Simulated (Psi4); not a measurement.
Psi4 1.11, B3LYP/def2-svp: Mo(O)(Cl)3(OMe) (C[O][Mo](=[O])([Cl])([Cl])[Cl]), 10 atoms. The geometry is a generated start, not checked to be a minimum at this level.

```yaml
task: energy
method: b3lyp
basis: def2-svp
memory: 3 GB
maxiter: 100
keys_of_the_molecule_block: symmetry c1
scf_type: df (default)
e_convergence: 1e-06 (default)
d_convergence: 1e-06 (default)
dft_radial_points: 75 (default)
dft_spherical_points: 302 (default)
effective_core_potentials: those of the basis set, past Kr
basis_functions: 142
grid_points: 214242
```

```xyz
10

Mo    -1.0486    -0.5331     0.5752
O     -0.6199    -0.8780     2.1294
Cl    -3.1276    -1.2353     0.6654
Cl    -1.9321     1.6018     0.4887
Cl    -0.6413    -2.3879    -0.7405
O      0.3609     0.1508    -0.1533
C      1.5233     0.7056    -0.6467
H      1.6355     0.4596    -1.7102
H      1.4720     1.7974    -0.5300
H      2.3778     0.3191    -0.0779
```

Charge 0 and multiplicity 1 are set for this test and not shown to be the ground state.

With the defaults (diis_max_vecs = 10, diis = true, scf_initial_accelerator = adiis, damping_percentage = 0, soscf = false, soscf_start_convergence = 0.01, diis_start = 1, guess = auto, which took SAD, level_shift = 0, level_shift_cutoff = 0.01) it converges in 12 SCF iterations. One run each on 2 threads, with these changes:
- diis_max_vecs = 6
- level_shift = 0.5, level_shift_cutoff = 0.001
- guess = modhuckel
- soscf = true
- diis_max_vecs = 3
- diis_start = 4
- soscf = true, soscf_start_convergence = 0.1
- diis = false, scf_initial_accelerator = none, damping_percentage = 60
- scf_initial_accelerator = none

Problem. Which of these changes keep the SCF from converging, or lead it to another solution?

Solution. No convergence: diis_max_vecs = 3; diis = false, scf_initial_accelerator = none, damping_percentage = 60 (the run ends without SCF convergence in 100 iterations). The rest reach the solution of the defaults.

```json
[
 {"setting": "soscf = true, soscf_start_convergence = 0.1", "SCF iterations": "8", "JK calls": "34", "end": "same solution"},
 {"setting": "the defaults", "SCF iterations": "12", "JK calls": "13", "end": "same solution"},
 {"setting": "soscf = true", "SCF iterations": "12", "JK calls": "43", "end": "same solution"},
 {"setting": "scf_initial_accelerator = none", "SCF iterations": "12", "JK calls": "13", "end": "same solution"},
 {"setting": "guess = modhuckel", "SCF iterations": "13", "JK calls": "45", "end": "same solution"},
 {"setting": "level_shift = 0.5, level_shift_cutoff = 0.001", "SCF iterations": "13", "JK calls": "14", "end": "same solution"},
 {"setting": "diis_max_vecs = 6", "SCF iterations": "13", "JK calls": "14", "end": "same solution"},
 {"setting": "diis_start = 4", "SCF iterations": "21", "JK calls": "22", "end": "same solution"},
 {"setting": "diis_max_vecs = 3", "SCF iterations": "100", "JK calls": "101", "end": "no convergence"},
 {"setting": "diis = false, scf_initial_accelerator = none, damping_percentage = 60", "SCF iterations": "100", "JK calls": "101", "end": "no convergence"}
]
```

An SOSCF iteration holds several JK calls; a Hückel guess adds calls on atoms. 1 further run of the study ended by our limits or in an error and is left out.
